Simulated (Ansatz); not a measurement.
Defect: O-vacancy pair (O on one host N site, one N site vacant) in wurtzite AlN, charge state +2. The step: direct exchange of O with the vacancy (O-vacancy distance between ideal sites 3.09 Å throughout); the atom moves 3.07 Å along (0.66, 0.33, 0.50) of the unit cell; the moving atom starts with neighbours Al at 1.93, 2 Al at 1.97, Al at 2.02 Å and ends with Al at 1.96, 3 Al at 1.99 Å. DFT values are from Ansatz (plane-wave PAW, 420 eV unless said) in a cell of 72 host sites, spin-restricted, static, with no finite-size correction. The charge state is imposed; whether it is stable for some Fermi level was not computed. Forms of the defect that were not tried may lie lower. The start lies 0.18 eV above the lowest site run (PBE). For the PBE band: the check of the saddle point's order was inconclusive, and it lies on a symmetry element of the cell, where a band can be held.

| Level | Forward barrier (eV) | Cost of the band or of the saddle's single point |
|---|---|---|
| CHGNet universal potential (has no charge state), its own band | 1.56 | - |
| PBE, the Γ point alone, band relaxed | 3.45 | about 13 core-minutes (a rough figure) |
| PBE, a 2×2×2 k-point mesh shifted by half a step along c, same geometries | 3.75 | about 70 core-seconds (a rough figure) |
| r2SCAN at 500 eV, the Γ point alone, same geometries | (withheld) | around 40 core-seconds (rough) |

Task: What belongs in the gaps?

Result: 
- r2SCAN at 500 eV, the Γ point alone, same geometries, Forward barrier (eV): 3.78

At the Γ point alone and the same geometries, HSE06 less PBE is +0.39 eV for this barrier.

Ansatz is a program for electronic structure.
